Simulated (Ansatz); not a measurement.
Consider this model of hydrogenated amorphous carbon (C60H16).

```yaml
crystal:
  lattice:
    - [8.51484, 0.00000, 0.00000]
    - [0.00000, 8.51484, 0.00000]
    - [0.00000, 0.00000, 8.51484]
  atoms:
    - { symbol: C, position: [0.88343, 0.63963, 0.46476] }
    - { symbol: C, position: [0.37716, 0.87794, 0.11969] }
    - { symbol: C, position: [0.16253, 0.36040, 0.61990] }
    - { symbol: C, position: [0.90881, 0.05977, 0.38133] }
    - { symbol: C, position: [0.60394, 0.72005, 0.53697] }
    - { symbol: C, position: [0.63215, 0.62981, 0.67371] }
    - { symbol: C, position: [0.03178, 0.97570, 0.63031] }
    - { symbol: C, position: [0.43379, 0.18070, 0.55524] }
    - { symbol: C, position: [0.27681, 0.32785, 0.75096] }
    - { symbol: C, position: [0.47731, 0.16011, 0.14965] }
    - { symbol: C, position: [0.59252, 0.65846, 0.16411] }
    - { symbol: C, position: [0.75012, 0.44368, 0.83558] }
    - { symbol: C, position: [0.02953, 0.68012, 0.37579] }
    - { symbol: C, position: [0.79658, 0.00000, 0.25033] }
    - { symbol: C, position: [0.89207, 0.83278, 0.02237] }
    - { symbol: C, position: [0.25781, 0.92568, 0.01928] }
    - { symbol: C, position: [0.52845, 0.16217, 0.82214] }
    - { symbol: C, position: [0.32635, 0.23197, 0.18809] }
    - { symbol: C, position: [0.80811, 0.13615, 0.13995] }
    - { symbol: C, position: [0.90660, 0.23889, 0.35533] }
    - { symbol: C, position: [0.32814, 0.85337, 0.60664] }
    - { symbol: C, position: [0.35331, 0.61825, 0.01068] }
    - { symbol: C, position: [0.69986, 0.76156, 0.25839] }
    - { symbol: C, position: [0.54572, 0.61859, 0.81844] }
    - { symbol: C, position: [0.57029, 0.07800, 0.50622] }
    - { symbol: C, position: [0.78407, 0.05618, 0.87192] }
    - { symbol: C, position: [0.71023, 0.11642, 0.00607] }
    - { symbol: C, position: [0.63348, 0.92661, 0.27493] }
    - { symbol: C, position: [0.10616, 0.38872, 0.23021] }
    - { symbol: C, position: [0.88735, 0.01815, 0.55003] }
    - { symbol: C, position: [0.29406, 0.47268, 0.02061] }
    - { symbol: C, position: [0.40201, 0.68218, 0.85282] }
    - { symbol: C, position: [0.04715, 0.93481, 0.79675] }
    - { symbol: C, position: [0.63199, 0.50774, 0.92483] }
    - { symbol: C, position: [0.76506, 0.52957, 0.69176] }
    - { symbol: C, position: [0.79913, 0.28195, 0.23394] }
    - { symbol: C, position: [0.25738, 0.37292, 0.15855] }
    - { symbol: C, position: [0.41545, 0.22772, 0.72504] }
    - { symbol: C, position: [0.55675, 0.16228, 0.99076] }
    - { symbol: C, position: [0.74628, 0.43109, 0.20221] }
    - { symbol: C, position: [0.05744, 0.30543, 0.36202] }
    - { symbol: C, position: [0.51691, 0.95833, 0.39426] }
    - { symbol: C, position: [0.47696, 0.98868, 0.21248] }
    - { symbol: C, position: [0.68013, 0.09442, 0.75173] }
    - { symbol: C, position: [0.42304, 0.70759, 0.14135] }
    - { symbol: C, position: [0.71389, 0.06116, 0.59492] }
    - { symbol: C, position: [0.26350, 0.12290, 0.51593] }
    - { symbol: C, position: [0.22710, 0.41939, 0.87241] }
    - { symbol: C, position: [0.20578, 0.97854, 0.56228] }
    - { symbol: C, position: [0.46750, 0.82836, 0.50971] }
    - { symbol: C, position: [0.64858, 0.51836, 0.09519] }
    - { symbol: C, position: [0.90169, 0.54008, 0.59821] }
    - { symbol: C, position: [0.08090, 0.50610, 0.83293] }
    - { symbol: C, position: [0.04647, 0.47229, 0.66500] }
    - { symbol: C, position: [0.30764, 0.79405, 0.76534] }
    - { symbol: C, position: [0.19401, 0.87191, 0.86366] }
    - { symbol: C, position: [0.73379, 0.70747, 0.42609] }
    - { symbol: C, position: [0.91713, 0.95113, 0.89642] }
    - { symbol: C, position: [0.83189, 0.84864, 0.16803] }
    - { symbol: C, position: [0.16299, 0.26037, 0.49226] }
    - { symbol: H, position: [0.82734, 0.35026, 0.87303] }
    - { symbol: H, position: [0.21914, 0.04725, 0.03824] }
    - { symbol: H, position: [0.56067, 0.22276, 0.22772] }
    - { symbol: H, position: [0.05575, 0.80575, 0.38702] }
    - { symbol: H, position: [0.36756, 0.66802, 0.25341] }
    - { symbol: H, position: [0.02448, 0.65670, 0.24994] }
    - { symbol: H, position: [0.01531, 0.44137, 0.15769] }
    - { symbol: H, position: [0.90217, 0.71310, 0.97707] }
    - { symbol: H, position: [0.02568, 0.01857, 0.34347] }
    - { symbol: H, position: [0.12980, 0.61773, 0.42619] }
    - { symbol: H, position: [0.09555, 0.63312, 0.85558] }
    - { symbol: H, position: [0.93104, 0.13408, 0.09635] }
    - { symbol: H, position: [0.25961, 0.15650, 0.26605] }
    - { symbol: H, position: [0.98722, 0.47306, 0.91614] }
    - { symbol: H, position: [0.76535, 0.50065, 0.30700] }
    - { symbol: H, position: [0.44878, 0.28876, 0.48428] }
```

Method: PBE-D3(BJ), scalar-relativistic without spin-orbit coupling (plane waves to 420 eV, PAW; Ansatz, a program for electronic structure). Neutral PBE cell, which sets geometry, pressure and energy: sampling: a 2×2×2 Γ-centred mesh; Fermi-Dirac width 0.05 eV; no spin polarisation.

The cell was made by melting and quenching with the CHGNet potential and then relaxed with DFT. The hot cell started wider than the set density and was brought back towards it in steps. It is the lowest in DFT energy of 2 quenches. It is a model cell: composition and starting density were chosen by hand, and all elements were melted together. The geometry includes D3(BJ) dispersion. A short ab initio anneal came between quench and relaxation. Its density started from a set value of 2.09 and ended at 1.98 g/cm³. The quench (nominally 320 K/ps over its main leg) was far faster than any real one, so the model tends to hold more defects than a real film. Values belong to this one cell and scatter from quench to quench. The volume was free in the relaxation, at fixed shape.

Question: Give the pressure, the energy against reference phases and the spacing of the highest filled and lowest empty levels.

Answer: 
```yaml
Pressure on a 2×2×2 Γ-centred mesh: 0.07 GPa
Largest force and stress component on that mesh (the relaxation ran on one k-point at (1/4, 1/4, 1/4)): 0.19 eV/Å and 6.3 GPa
Energy relative to graphite + CH4 gas (lowest mix at this level among the phases computed, not always the ambient ones): 0.470 eV/atom
Level gap on a 2×2×2 Γ-centred mesh (PBE): within the smearing (under twice its width)
```

At PBE the levels at the empty edge of the gap are localised (band-tail or defect states), and the nearest spread-out levels lie 0.3 eV apart at the zone centre. The levels at the Fermi energy are partly filled. A closed spacing in one fast-quenched cell at PBE doesn't show the material to be a metal.

Bonds are counted up to C-C 1.76 Å, C-H 1.30 Å, H-H 0.90 Å.
